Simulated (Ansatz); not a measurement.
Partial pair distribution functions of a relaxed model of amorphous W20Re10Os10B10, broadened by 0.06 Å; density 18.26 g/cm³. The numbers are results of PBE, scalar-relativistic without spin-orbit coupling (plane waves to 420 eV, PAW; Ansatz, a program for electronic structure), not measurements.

A CHGNet melt-quench gave the starting glass, which DFT then relaxed. The hot cell started wider than the set density and was brought back towards it in steps. It is the lowest in DFT energy of 3 quenches. It is a model cell: composition and starting density were chosen by hand, and all elements were melted together. No dispersion term was used. Its density started from a set value of 18.66 and ended at 18.26 g/cm³. The quench (nominally 410 K/ps over its main leg) was far faster than any real one, so the model tends to hold more defects than a real film. Values belong to this one cell and scatter from quench to quench. Volume and shape were free in the relaxation. On a 2×2×2 Γ-centred mesh force components of up to 0.49 eV/Å stay, since the relaxation ran on one k-point at (1/4, 1/4, 1/4).

| r (Å) | g W-W | g W-Re | g Re-Re | g Os-Os |
|---|---|---|---|---|
| 2.35 | 0.00 | 0.00 | 0.01 | 0.00 |
| 2.45 | 0.02 | 0.14 | 0.35 | 0.25 |
| 2.55 | 0.56 | 1.59 | 1.33 | 1.40 |
| 2.65 | 2.38 | 3.49 | 2.57 | 2.28 |
| 2.75 | 2.92 | 4.22 | 4.84 | 3.16 |
| 2.85 | 3.33 | 3.36 | 4.06 | 2.87 |
| 2.95 | 3.12 | 2.69 | 2.06 | 2.70 |
| 3.05 | 1.87 | 2.32 | 0.40 | 2.18 |
| 3.15 | 1.71 | 1.12 | 0.01 | 0.25 |
| 3.25 | 1.05 | 0.90 | 0.00 | 0.00 |
| 3.35 | 0.43 | 0.52 | 0.00 | 0.00 |
| 3.45 | 0.22 | 0.22 | 0.03 | 0.00 |
| 3.55 | 0.32 | 0.03 | 0.43 | 0.00 |
| 3.65 | 0.23 | 0.02 | 0.37 | 0.00 |
| 3.75 | 0.32 | 0.16 | 0.02 | 0.00 |
| 3.85 | 0.40 | 0.50 | 0.02 | 0.14 |
| 3.95 | 0.43 | 0.65 | 0.52 | 0.89 |
| 4.05 | 0.37 | 0.66 | 0.86 | 0.38 |
| 4.15 | 0.46 | 0.54 | 0.97 | 0.74 |
| 4.25 | 0.57 | 0.58 | 1.24 | 1.33 |
| 4.35 | 0.98 | 0.83 | 1.01 | 1.82 |

Within 3.42 Å each W has 5.40 W neighbours on average.
